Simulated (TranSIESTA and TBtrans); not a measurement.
Junction: Si chain with one bond stretched by 2.0 Å. Leads: straight Si chain, spacing 2.25 Å. Geometry: as built, not relaxed. Transport runs along z; the first 6 and the last 6 of the 20 atoms are the lead cells, repeated to infinity.

```xyz
20
Lattice="9.000 0.000 0.000 0.000 9.000 0.000 0.000 0.000 47.000" Properties=species:S:1:pos:R:3 pbc="F F T"
Si     4.500     4.500     0.000
Si     4.500     4.500     2.250
Si     4.500     4.500     4.500
Si     4.500     4.500     6.750
Si     4.500     4.500     9.000
Si     4.500     4.500    11.250
Si     4.500     4.500    13.500
Si     4.500     4.500    15.750
Si     4.500     4.500    18.000
Si     4.500     4.500    20.250
Si     4.500     4.500    24.500
Si     4.500     4.500    26.750
Si     4.500     4.500    29.000
Si     4.500     4.500    31.250
Si     4.500     4.500    33.500
Si     4.500     4.500    35.750
Si     4.500     4.500    38.000
Si     4.500     4.500    40.250
Si     4.500     4.500    42.500
Si     4.500     4.500    44.750
```

Run with TranSIESTA and TBtrans (open boundaries, self-consistent; PseudoDojo norm-conserving potentials, scalar-relativistic): PAO.BasisSize DZP, PAO.EnergyShift 0.15 eV, XC.Authors PBE, Mesh.Cutoff 200 Ry, ElectronicTemperature 300 K, TS.Voltage 0.0 eV, TBT.Elecs.Eta 0.001 eV, no spin polarisation.

Energies count from the leads' Fermi level. Transmissions are for one spin of a degenerate pair. The energy step is 0.01 eV; narrower resonances are cut or missed.

```csv
E (eV),T
-0.20,0.0691
-0.15,0.0733
-0.10,0.0770
-0.05,0.0801
0.00,0.0824
0.05,0.0841
0.10,0.0852
0.15,0.0859
0.20,0.0863
```

Give the zero-bias conductance in μS and the resistance at 300 K.

At the Fermi level T = 0.0824. Averaged with −∂f/∂E over the full grid (kT = 25.9 meV) it is 0.0821. With G0 = 2e²/h = 77.48 μS, G = 6.36 μS and R = 1/G = 157 kΩ.

The eigenchannels at the Fermi level transmit 0.0476, 0.0174, 0.0174. What Fano factor of the shot noise follows at low temperature and bias?

F = Σ τ(1 − τ)/Σ τ = 0.0795/0.0824 = 0.97.

The straight chain is held at its spacing; free chains may zigzag or dimerise. No spin-polarised start was tried, so a magnetic state, if there is one, is missed.
